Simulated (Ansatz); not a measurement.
The cell is built on a prototype and need not be the phase stable at ambient conditions.

Data:

```yaml
crystal:
  lattice:
    - [5.66408, 0.00000, 0.00000]
    - [1.88803, 8.59483, 0.00000]
    - [2.83204, 0.00000, 1.63508]
  atoms:
    - { symbol: In, position: [0.99554, 0.01338, 0.00000] }
    - { symbol: Al, position: [0.21282, 0.36155, 0.00000] }
    - { symbol: Zn, position: [0.78161, 0.65516, 0.00000] }
    - { symbol: O, position: [0.13949, 0.58154, 0.00000] }
    - { symbol: O, position: [0.87960, 0.36120, 0.00000] }
    - { symbol: O, position: [0.28591, 0.14227, 0.00000] }
    - { symbol: O, position: [0.70503, 0.88491, 0.00000] }
```

Space group of this cell: R3m. The cell was relaxed by PBE-D3(BJ); by r2SCAN its mean pressure is -3.2 GPa.

Transport runs along the normal of the first two printed cell vectors.

The gap is the functional's own, uncorrected, and κ follows it; spin-orbit coupling is left out. Mid-gap values are interpolated between the computed energies.

Task: State the band gap and the smallest decay constant κ at mid-gap according to r2SCAN in Ansatz (an electronic-structure program).

Result: Gap 2.33 eV on a 18×18×18 mesh; κ = 0.228 1/Å, at the zone centre.
